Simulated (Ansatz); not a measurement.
A periodic model of amorphous Sb22Se33:

```xyz
55
Lattice="11.7241 0.0000 0.0000 0.0000 11.7241 0.0000 0.0000 0.0000 11.7241" Properties=species:S:1:pos:R:3 pbc="T T T"
Sb     0.9073    10.3638    11.3600
Sb     2.0776     7.7213     2.5030
Sb    10.0324     4.4538     2.9651
Sb    10.6190     0.5024     6.5516
Sb     6.9574     1.3979     7.2457
Sb     0.4897     6.9665    10.6475
Sb     0.6961     1.1175     3.0434
Sb     4.6697     1.5881     0.6037
Sb     8.6989     8.0211     1.2022
Sb     3.4690     7.5390     5.9396
Sb    10.7893     5.3342     8.2778
Sb     8.6175     0.6618     1.6426
Sb     1.3034     4.1866     5.5530
Sb    11.2119     8.4690     6.9971
Sb     5.2663     4.4047    10.3714
Sb     4.1417     1.8077     4.8541
Sb     5.6959    10.4876    10.0396
Sb     0.9733     2.3459     9.8637
Sb     6.9772    10.3213     4.4503
Sb     6.8335     7.4018     9.0291
Sb     6.3520     4.6247     2.3111
Sb     6.4822     4.9398     6.1085
Se    10.9901     6.6282     1.6969
Se     7.8151     6.3462     3.5904
Se     8.3715     3.5115     0.9382
Se     3.9254     9.0834     3.8724
Se     4.3756     6.4630     9.0023
Se     2.7469     8.0008    11.6387
Se     6.5806     7.6405     6.4074
Se    10.3447     3.9231     6.1118
Se     7.2376     0.8509     9.7914
Se     4.9802    11.5219     6.4483
Se    10.2780     8.8867    10.7610
Se     0.4276    10.3612     5.5303
Se     3.4248     0.3897     2.5410
Se    11.4756     1.0190     0.4775
Se     6.3983    10.1440     0.7285
Se     1.4933     8.5313     8.6507
Se     4.1208     5.3258     4.6188
Se     1.7238     1.5400     5.9329
Se     9.8562     1.5679     3.8320
Se     1.0099     3.7799     2.7023
Se     9.2927     9.9412     2.9969
Se     1.7047     4.6401     8.3200
Se    11.1596     0.1791     9.0788
Se     7.9039     5.0283     8.6875
Se     0.8031     7.0484     5.1665
Se     4.8772     3.1887     7.4814
Se     3.4705     0.2033    10.4306
Se     6.7468     1.1068     3.5887
Se     0.5693     9.8419     2.2252
Se    10.4934     3.6814    10.2636
Se     8.4441    10.5878     6.7140
Se     3.1055     3.7060     0.0992
Se     5.8130     6.3296     0.4439
```

The numbers are results of PBE-D3(BJ), scalar-relativistic without spin-orbit coupling, PAW (Ansatz default set, large-core Se) (plane waves to 420 eV; Ansatz, a first-principles code), not measurements.

The cell was made by melting and quenching with the CHGNet potential and then relaxed with DFT. The hot cell started wider than the set density and was brought back towards it in steps. It is the lowest in DFT energy of 4 quenches. It is a model cell: composition and starting density were chosen by hand, and all elements were melted together. The geometry includes D3(BJ) dispersion. Its density started from a set value of 5.35 and ended at 5.45 g/cm³. Cooling (nominally 110 K/ps over its main leg) ran many orders faster than in experiment, which tends to leave more defects and strain. One small periodic cell is one sample of the glass; other quenches scatter about these values. The volume was free in the relaxation, at fixed shape. On a 2×2×2 Γ-centred mesh force components of up to 0.13 eV/Å stay, since the relaxation ran on one k-point at (1/4, 1/4, 1/4).

Cut-offs for bonds: Sb-Sb 3.34 Å, Sb-Se 3.20 Å, Se-Se 2.76 Å.

### Question
Give the coordination numbers, mean bond lengths and angles.

### Answer

```yaml
Mean coordination of Sb: 4.55 (5 with 3, 3 with 4, 11 with 5, 3 with 6)
Mean coordination of Se: 2.97 (9 with 2, 16 with 3, 8 with 4)
Mean Sb-Se bond: 2.812 Å (spread 0.187 Å, 98 counted)
Mean Sb-Sb bond: 3.211 Å (spread 0.000 Å, 1 counted)
Bond angle at Sb: mean 102.6°, spread 29.7°
Bond angle at Se: mean 102.2°, spread 20.5°
```

### Question
List the pairs of like atoms that count as bonded by the rules above.

### Answer
Sb6-Sb11 (3.21 Å).
